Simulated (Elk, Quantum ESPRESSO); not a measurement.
An Elk input for a self-consistent single point of Tl3Ga (Fm-3m, 4 atoms in the cell) (DFT, LDA (PW92), all-electron FP-LAPW, Elk's shipped species files, APW+lo basis with extra local orbitals):

```
tasks
  0

xctype
  3

tforce
  .true.

rgkmax
  8.0

gmaxvr
  18.0

lmaxapw
  10

lmaxo
  8

nxlo
  2

lorbcnd
  .true.

lradstp
  2

nrmtscf
  2.0

lmaxi
  4

stype
  3

swidth
  0.00499791

avec
    0.0000000000    7.3272051784    7.3272051784
    7.3272051784    0.0000000000    7.3272051784
    7.3272051784    7.3272051784    0.0000000000

sppath
  'species/'

atoms
  2   : nspecies
  'Tl.in'   : spfname
  3   : natoms; atposl, bfcmt below
  0.2500000000  0.2500000000  0.2500000000    0.0 0.0 0.0
  0.7500000000  0.7500000000  0.7500000000    0.0 0.0 0.0
  0.5000000000  0.5000000000  0.5000000000    0.0 0.0 0.0
  'Ga.in'   : spfname
  1   : natoms; atposl, bfcmt below
  0.0000000000  0.0000000000  0.0000000000    0.0 0.0 0.0

ngridk
  5 5 5
```

Problem. Write the same calculation as an input for Quantum ESPRESSO.

Solution. This is the input that was run; spellings and numerical settings could be chosen otherwise.

```fortran
&control
    calculation = 'scf',
    prefix = 'pwscf',
    outdir = './tmp',
    pseudo_dir = './',
    verbosity = 'high',
    tprnfor = .true.,
    tstress = .true.,
/
&system
    ibrav = 0,
    nat = 4,
    ntyp = 2,
    ecutwfc = 50,
    ecutrho = 250,
    occupations = 'smearing',
    smearing = 'fermi-dirac',
    degauss = 0.0099958,
/
&electrons
    conv_thr = 1.0d-9,
/
ATOMIC_SPECIES
Tl   204.3800  tl_lda_v1.2.uspp.F.UPF
Ga    69.7230  ga_lda_v1.4.uspp.F.UPF
CELL_PARAMETERS angstrom
   0.0000000000     3.8773900000     3.8773900000
   3.8773900000     0.0000000000     3.8773900000
   3.8773900000     3.8773900000     0.0000000000
ATOMIC_POSITIONS angstrom
Tl    1.9386950000    1.9386950000    1.9386950000
Tl    5.8160850000    5.8160850000    5.8160850000
Tl    3.8773900000    3.8773900000    3.8773900000
Ga    0.0000000000    0.0000000000    0.0000000000
K_POINTS automatic
5 5 5  0 0 0
```

Basis, cutoffs, solver keys and any potentials are the target program's own. This input uses DFT, LDA (PZ), plane waves, GBRV 1.5 ultrasoft (LDA) pseudopotentials. LDA parametrisations can differ slightly between programs.

The starting cell comes from a database of computed structures (which also holds hypothetical and non-ambient phases and stackings), without a prior relaxation at this level.
